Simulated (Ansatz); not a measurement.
**Short convergence ladders for LuTl (P4mm, 2 atoms in the cell)**

```xyz
2
Lattice="3.5769 0.0000 0.0000 0.0000 3.5769 0.0000 0.0000 0.0000 3.9218" Properties=species:S:1:pos:R:3 pbc="T T T"
Lu     0.0000     0.0000     0.0500
Tl     1.7884     1.7884     1.9609
```

Base method: LDA (PW92), default PAW files made with PBE (plane waves; Ansatz, an electronic-structure program).

Base settings: basis.ecutwfc = 420 eV; kpoints.mp_grid.grid = 9 9 9; hamiltonian.xc = lda; hamiltonian.pseudopotentials = {kind: paw} (the program's default PAW files); scf.occupations.method = fermi_dirac; scf.occupations.width = 0.1 eV.

The count of work is k-points × plane waves × bands × iterations; it is no time. 

**The width of Fermi-Dirac smearing**

In this ladder: kpoints.mp_grid.grid = 15 15 15.

Narrow widths need finer meshes than wide ones, so the last steps can hold mesh noise.

Only quantities that move along the ladder and can be compared are tabulated; pressure and forces are left out, as mesh noise rules them at narrow widths.

```csv
scf.occupations.width,free energy less the last step's (meV/atom),energy extrapolated to zero width less the last step's (meV/atom)
1 eV,-1187.80,9.74
0.5 eV,-301.09,-8.06
0.3 eV,-108.77,-2.69
0.2 eV,-47.44,-1.86
0.1 eV,-10.13,-1.03
0.05 eV,0.00,0.00
```

Widest scf.occupations.width that holds the free energy within 5 meV/atom: not settled: the last two steps still differ by 10 meV/atom, over half the tolerance, so the ladder does not show it.

Widest scf.occupations.width that holds the energy extrapolated to zero width within 2 meV/atom: not settled: the last two steps still differ by 1.0 meV/atom, over half the tolerance, so the ladder does not show it.

The extrapolation to zero width removes most of the smearing's effect on the energy.

**The width of Methfessel-Paxton smearing**

In this ladder: kpoints.mp_grid.grid = 15 15 15; scf.occupations.method = methfessel_paxton.

Narrow widths need finer meshes than wide ones, so the last steps can hold mesh noise.

Only quantities that move along the ladder and can be compared are tabulated; pressure and forces are left out, as mesh noise rules them at narrow widths.

| scf.occupations.width | free energy less the last step's (meV/atom) |
|---|---|
| 1 eV | -1.67 |
| 0.5 eV | -2.09 |
| 0.3 eV | -1.91 |
| 0.2 eV | -1.09 |
| 0.1 eV | -0.19 |
| 0.05 eV | 0.00 |

Widest scf.occupations.width that holds the free energy within 1 meV/atom of the last step, with all finer ones: 0.1 eV; the step before is off by 1.1 meV/atom.

**The mesh under tetrahedron occupations**

In this ladder: scf.occupations.method = tetrahedron; scf.occupations.width = default.

Only quantities that move along the ladder and can be compared are tabulated.

```csv
kpoints.mp_grid.grid,free energy less the last step's (meV/atom),pressure (GPa),largest difference of a force vector from the last step's (eV/Å),count of work / last
4 4 4,-7.48,-4.03,0.013,0.026
5 5 5,7.53,-3.78,0.001,0.026
6 6 6,6.62,-3.91,0.007,0.063
7 7 7,-1.99,-4.10,0.010,0.063
9 9 8,0.31,-3.84,0.006,0.10
11 11 10,0.48,-3.76,0.006,0.17
14 14 13,0.12,-3.64,0.003,0.35
17 17 16,0.10,-3.59,0.002,0.56
21 21 20,0.00,-3.54,0.000,1.0
```

Coarsest kpoints.mp_grid.grid that holds the free energy within 5 meV/atom of the last step, with all finer ones: 7 7 7, at 0.063 of the last step's count of work; the step before is off by 6.6 meV/atom.

State of the pressure at the end of the ladder: still drifting one way, by 0.10 GPa over the last two steps, so the last step is no safe reference.

Two neighbours can agree and both be off: 5 5 5 and 6 6 6 differ by 0.91 meV/atom in the free energy, yet lie about 6.6 meV/atom from the last step.

On the base run: the starting cell comes from a database of computed structures (which also holds hypothetical and non-ambient phases and stackings), without a prior relaxation at this level. Its lattice was rescaled by up to half a per cent. One atom was moved a little off its site on purpose. In the base run, with a pressure of about -3 GPa the cell is away from its equilibrium volume at this level. Ansatz's pressure includes its estimate of the finite-basis (Pulay) stress.

Left out of this page: 4 runs of the series outside the window shown, repeating another row's setting, or not comparable.

Keys are those of Ansatz 0.2.
